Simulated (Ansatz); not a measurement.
# Hypothetical zinc blende TlBr: element substitutions

The parent structure is TlBr in the zinc blende structure (space group F-43m, No. 216; a = 7.504 Å; a hypothetical phase, not in the database extracts checked).

Each row replaces one element on all its sites; cell and atoms are relaxed.

Levels (all Ansatz, an electronic-structure program, PAW, earlier PAW set): PBE (420 eV, scalar-relativistic without spin-orbit coupling); PBEsol (420 eV, without spin-orbit coupling).

The base cell above is that of PBE; each level relaxes its own structures.

```
case     lattice parameter a, PBE  lattice parameter a, PBEsol
-------  ------------------------  ---------------------------
Tl → B                    6.076 Å                      5.938 Å
Tl → Ti                   5.985 Å                      5.824 Å
Tl → Bi                   7.180 Å                      7.020 Å
```

PBE lies above PBEsol in every row, by 0.138 Å to 0.161 Å. They put the cases in the same order.

The magnetic state is the one reached from the starting moments; the real material's order can differ, and small cells can't hold many antiferromagnetic ones. No phonon test of stability was made. As relaxed here, BBr, TiBr and BiBr are hypothetical phases, not in the database extracts checked. No Hubbard U is applied, and correlation can decide whether such a compound is a metal. Spin-polarised in the final run: PBE TiBr and PBEsol TiBr; the other runs are not.
